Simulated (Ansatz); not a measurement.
We consider ZnSnN₂ (Pna2₁, No. 33, 16 atoms in the cell; start mp-1029469), described by r²SCAN+rVV10 in Ansatz (plane waves, PAW).

Settings: plane-wave cutoff 560 eV, 6×6×6 k mesh, Fermi–Dirac smearing 0.01 eV, scalar-relativistic PAW data made under PBE.

Cell (relaxed at this level):

Space group Pna2₁ (No. 33); a = 5.8311 Å, b = 6.7122 Å, c = 5.4597 Å, α = β = γ = 90.00°

| atom | site | symmetry | x | y | z |
|---|---|---|---|---|---|
| Zn | 4a | 1 | 0.4173 | 0.1251 | 0.4988 |
| Sn | 4a | 1 | 0.0884 | 0.1249 | 0.9993 |
| N | 4a | 1 | 0.0828 | 0.1259 | 0.3786 |
| N | 4a | 1 | 0.0795 | 0.6240 | 0.3732 |

Give the computed band gap.


- band gap = 0.51 eV

Spin–orbit coupling is not included.

Static lattice: no zero-point or thermal effects.

A start named mp-… is a Materials Project structure, which need not be a measured phase.

Ansatz is a quantum-chemistry and plane-wave program.
